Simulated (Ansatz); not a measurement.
SrC₂ (I4/mmm, No. 139, 3 atoms in the cell; start mp-2630; a measured phase of this formula has another space group) was calculated with PBEsol in Ansatz (PAW).

Numerical settings: plane-wave cutoff 500 eV, 14×14×14 k mesh, gaussian smearing 0.02 eV, scalar-relativistic PAW data made under PBE.

Cell (relaxed at this level):

SrC2 is modelled in the tetragonal space group I4/mmm (No. 139), Pearson symbol tI6. Conventional cell: a = 4.0503 Å, b = 4.0503 Å, c = 6.7439 Å, α = 90.00°, β = 90.00°, γ = 90.00°. Sr on 2a has 2 C at 2.742 Å and 8 C at 2.932 Å. C on 4e is coordinated by 1 C at 1.260 Å and 1 Sr at 2.742 Å and 4 Sr at 2.932 Å. (Neighbours: up to the widest gap in distance over summed covalent radii, below 1.35, at either atom; cation-cation and far metal-metal contacts left out.)
(The calculation used a cell of 3 atoms; values per cell refer to that cell.)

Question: Estimate the band gap that the calculation returns.

Answer: 
- band gap = 1.42 eV (on the SCF k mesh)

Note: the relaxation could not lower the start's symmetry, so the cell can be a saddle point above a distorted one.

Spin–orbit coupling is not included.

Computing time: around 50 core-seconds (rough).

A start named mp-… is a Materials Project structure, which need not be a measured phase.

Ansatz is a first-principles code.
